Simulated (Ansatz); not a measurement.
The parent structure is Zr in the hcp (Mg type) structure (space group P6_3/mmc, No. 194; relaxed with 0.1 eV smearing).

```xyz
2
Lattice="3.2304 0.0000 0.0000 -1.6152 2.7976 0.0000 0.0000 0.0000 5.1788" Properties=species:S:1:pos:R:3 pbc="T T T"
Zr     0.0000     1.8651     3.8841
Zr     1.6152     0.9325     1.2947
```

Calculations: plane-wave PAW DFT at the PBE level (Ansatz, a program for electronic structure, 420 eV), no spin-orbit coupling.

For the base:

The pressure is 0.0 GPa. The band gap is zero.

The change: the cell is scaled by 0.9923 in all directions, atoms relaxed at fixed cell.

**Question.** Estimate the effect on the energy relative to the base, pressure and band gap.

**Answer.** The energy goes up by 3.7 meV/atom; the pressure (mean of the normal stresses, compression positive) goes from zero to 2.2 GPa; the band gap remains zero.

The cells carry an imposed strain or load. Stability against distortions was not tested. All final runs are without spin polarisation.
